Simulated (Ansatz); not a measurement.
Effect of isotropic strain −0.61 % on hypothetical CdI2 type TeS2

Start from TeS2 in the CdI2 type structure (space group P-3m1, No. 164; a = 3.744 Å, c = 5.460 Å; a hypothetical phase, not in the database extracts checked; layered; relaxed with 0.1 eV smearing).

It is then changed as follows: the cell is scaled by 0.9939 in all directions; the atoms relax in the strained cell.

Calculations: PBEsol-D3(BJ) (Ansatz, an electronic-structure program), spin-orbit coupling left out. k-mesh 18×18×11 (Γ-centred); smearing 0.1 eV (Fermi–Dirac).

```json
[
 {"quantity": "volume per atom", "base": "22.09 Å³", "changed": "21.69 Å³", "shift": "-0.40 Å³"},
 {"quantity": "energy relative to the base (free energy F)", "base": "0 meV/atom", "changed": "+1.1 meV/atom", "shift": "+1.1 meV/atom"},
 {"quantity": "pressure (mean of the normal stresses, compression positive)", "base": "0.0 GPa", "changed": "0.9 GPa", "shift": "+0.9 GPa"},
 {"quantity": "band gap", "base": "zero", "changed": "zero", "shift": "–"}
]
```

Final structure:

```yaml
crystal:
  lattice:
    - [3.72114, 0.00000, 0.00000]
    - [-1.86057, 3.22260, 0.00000]
    - [0.00000, 0.00000, 5.42682]
  atoms:
    - { symbol: Te, position: [0.00000, 0.00000, 0.00000] }
    - { symbol: S, position: [0.33333, 0.66667, 0.28855] }
    - { symbol: S, position: [0.66667, 0.33333, 0.71145] }
```

Spin-orbit coupling, missing from the scalar runs, can matter with Te. No phonon test of stability was made. All final runs are without spin polarisation. The zero or small gap of TeS2 can change with the level of theory.
